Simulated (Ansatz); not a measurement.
Input and output of a self-consistent single point for AgI (F-43m, 2 atoms in the cell) (Ansatz, a quantum-chemistry and plane-wave program).

Method of the run: PBE, PAW files (plane waves; Ansatz).

The change in words: lattice scaled by 0.98. Reference geometry:
```
CELL_PARAMETERS angstrom
      0.00000     3.22630     3.22630
      3.22630     0.00000     3.22630
      3.22630     3.22630     0.00000
ATOMIC_POSITIONS crystal
  Ag 0.00000 0.00000 0.00000
  I  0.75000 0.75000 0.75000
```

Reference input (self-consistent single point, DFT, PBE, plane waves, PAW files): kpoints.mp_grid.grid = 9 9 9; hamiltonian.xc = pbe; hamiltonian.pseudopotentials = {kind: paw} (the program's default PAW files); scf.occupations.method = fermi_dirac; scf.occupations.width = 0.01 eV. This run's input differs from it in these lines:

```diff
@@ -3,5 +3,5 @@
   lattice:
-    - [0.000000, 3.226299, 3.226299]
-    - [3.226299, 0.000000, 3.226299]
-    - [3.226299, 3.226299, 0.000000]
+    - [0.000000, 3.161773, 3.161773]
+    - [3.161773, 0.000000, 3.161773]
+    - [3.161773, 3.161773, 0.000000]
   atoms:
```

Log, with long lists cut:

```
SCF iter   1: F=—  HF=-15104.741288 eV  |F-HF|=—  |Δ(HF+E_count)|=         —  Δρ=4.69e-2  dr2=2.16e0  ethr=3.10e-3  ⟨swp⟩=6.6  Hψ=3846  notcnv=0
all-band conjugate gradients solve this SCF's bands
preconditioner: auto → none
SCF iter   2: F=—  HF=-15104.189335 eV  |F-HF|=—  |Δ(HF+E_count)|=   5.52e-1  Δρ=3.18e-2  dr2=6.40e-1  ethr=3.10e-3  ⟨swp⟩=3.1  Hψ=1929  notcnv=0
SCF iter   3: F=—  HF=-15104.027093 eV  |F-HF|=—  |Δ(HF+E_count)|=   1.62e-1  Δρ=4.70e-3  dr2=1.16e-2  ethr=1.78e-3  ⟨swp⟩=3.0  Hψ=1525  notcnv=0
SCF iter   4: F=—  HF=-15104.033784 eV  |F-HF|=—  |Δ(HF+E_count)|=   6.69e-3  Δρ=2.24e-3  dr2=2.10e-3  ethr=3.23e-5  ⟨swp⟩=3.0  Hψ=1323  notcnv=0
SCF iter   5: F=—  HF=-15104.035989 eV  |F-HF|=—  |Δ(HF+E_count)|=   2.20e-3  Δρ=2.73e-4  dr2=4.17e-5  ethr=5.84e-6  ⟨swp⟩=2.3  Hψ=1518  notcnv=0
SCF iter   6: F=—  HF=-15104.036008 eV  |F-HF|=—  |Δ(HF+E_count)|=   1.93e-5  Δρ=3.03e-5  dr2=1.23e-6  ethr=1.16e-7  ⟨swp⟩=2.0  Hψ=1095  notcnv=0
SCF iter   7: F=-15104.036008 eV  HF=-15104.036008 eV  |F-HF|=1.94e-9  |Δ(HF+E_count)|=   2.97e-7  Δρ=7.96e-6  dr2=5.68e-8  ethr=2.78e-10  ⟨swp⟩=7.8  Hψ=3731  notcnv=0
SCF 1 converged in 7 iterations: F = -15104.036008 eV  dr2 = 5.68e-8
Free energy (F): -15104.036008 eV
Internal energy: -15104.036008 eV  (E = F + TS)
E sigma→0 (E₀):  -15104.036008 eV
Fermi energy:    8.753142 eV
--- Forces (eV/Å), atoms counted from 1 ---
  atom   1  Ag    -0.00000000    -0.00000000     0.00000000
  atom   2  I      0.00000000    -0.00000000     0.00000000
--- Stress (GPa, compression-positive) ---
        5.357235       0.000000      -0.000000
        0.000000       5.357235       0.000000
       -0.000000       0.000000       5.357235
  P = ⅓ Tr σ = 5.3572 GPa (53.572 kbar)
  The stress holds the Pulay correction. Without it, at fixed plane waves, as pw.x and ABINIT print it: P = 5.3159 GPa
```

The run converged in 7 iterations. Against the reference run the free energy rises by 48.1 meV/atom, the pressure goes from 2.60 to 5.36 GPa and the gap on the mesh hardly changes (1.338 to 1.341 eV).

The starting cell comes from a database of computed structures (which also holds hypothetical and non-ambient phases and stackings), without a prior relaxation at this level. Its lattice was rescaled by a random factor within 2.5 % of one. For this run, on top of that: lattice scaled by 0.98. Spin-orbit coupling is off. With a pressure of about 5 GPa the cell is away from its equilibrium volume at this level. Ansatz's pressure includes its estimate of the finite-basis (Pulay) stress.

Keys are those of Ansatz 0.2.
